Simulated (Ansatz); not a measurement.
## Several settings converged on HfTeSe (P3m1, 3 atoms in the cell)

```
CELL_PARAMETERS angstrom
      3.86459     0.00000     0.00000
     -1.93230     3.34683     0.00000
      0.00000     0.00000     6.73573
ATOMIC_POSITIONS crystal
  Hf 0.00000 0.00000 0.98919
  Te 0.66667 0.33333 0.25072
  Se 0.33333 0.66667 0.76752
```

Base method: PBEsol, default PAW files made with PBE (plane waves; Ansatz, an electronic-structure program).

Base settings: basis.ecutwfc = 420 eV; kpoints.mp_grid.grid = 8 8 4; hamiltonian.xc = pbesol; hamiltonian.pseudopotentials = {kind: paw} (the program's default PAW files); scf.occupations.method = fermi_dirac; scf.occupations.width = 0.1 eV.

The count of work is k-points × plane waves × bands × iterations; it is no time. 

**The cutoff for other potential files**

Level: DFT, PBEsol, plane waves, harder PAW files (source: ansatz) made with PBE.

In this ladder: hamiltonian.pseudopotentials = {kind: paw, source: ansatz}.

The second cell is the first with its lattice scaled by 0.98.

The mesh stays at the base's, so the ladder's end is converged at best in this setting alone.

The first pressure column holds Ansatz's estimate of the finite-basis (Pulay) stress, which hides part of the cutoff error; the other is without it.

Only quantities that move along the ladder and can be compared are tabulated.

```tsv
basis.ecutwfc	free energy less the last step's (meV/atom)	energy of the compressed cell less the first (meV/atom)	pressure (GPa)	pressure without the Pulay estimate (GPa)	largest difference of a force vector from the last step's (eV/Å)	count of work / last
290 eV	9995.68	-13.18	-1.78	-236.03	0.034	0.099
350 eV	2511.62	16.99	-0.90	-79.07	0.031	0.14
450 eV	167.51	15.57	-0.71	-9.26	0.006	0.21
545 eV	5.28	16.04	-0.69	-1.13	0.000	0.28
640 eV	0.69	16.06	-0.69	-0.70	0.000	0.35
770 eV	0.41	16.04	-0.69	-0.69	0.000	0.47
960 eV	0.18	16.04	-0.69	-0.70	0.000	0.64
1280 eV	0.00	16.04	-0.69	-0.69	0.000	1.0
```

Coarsest basis.ecutwfc that holds the pressure without the Pulay estimate within 0.2 GPa of the last step, with all finer ones: 640 eV, at 0.35 of the last step's count of work; the step before is off by 0.44 GPa.

Coarsest basis.ecutwfc that holds the forces within 0.005 eV/Å of the last step, with all finer ones: 545 eV, at 0.28 of the last step's count of work; the step before is off by 0.006 eV/Å.

Coarsest basis.ecutwfc that holds the pressure within 0.5 GPa of the last step, with all finer ones: 350 eV, at 0.14 of the last step's count of work; the step before is off by 1.1 GPa.

The energy difference between the two cells stays within 1 meV/atom of the last step's from 350 eV on, the total only from 640 eV on: much of the error is common to both cells and cancels.

At the lowest cutoff the pressure without the Pulay estimate lies 235 GPa under the last step's, the usual sign of Pulay stress in an incomplete plane-wave basis.

**The density cutoff**

The mesh stays at the base's, so the ladder's end is converged at best in this setting alone.

Only quantities that move along the ladder and can be compared are tabulated.

```csv
basis.ecutrho_ratio,free energy less the last step's (meV/atom)
2,-1.30
3,-0.02
4,-0.01
5,0.00
6,0.00
8,0.00
10,0.00
12,0.00
16,0.00
```

Coarsest basis.ecutrho_ratio that holds the free energy within 1 meV/atom of the last step, with all finer ones: 3; the step before is off by 1.3 meV/atom.

On the base run: the starting cell comes from a database of computed structures (which also holds hypothetical and non-ambient phases and stackings), without a prior relaxation at this level. Its lattice was rescaled by up to half a per cent. One atom was moved a little off its site on purpose.

Keys are those of Ansatz 0.2.
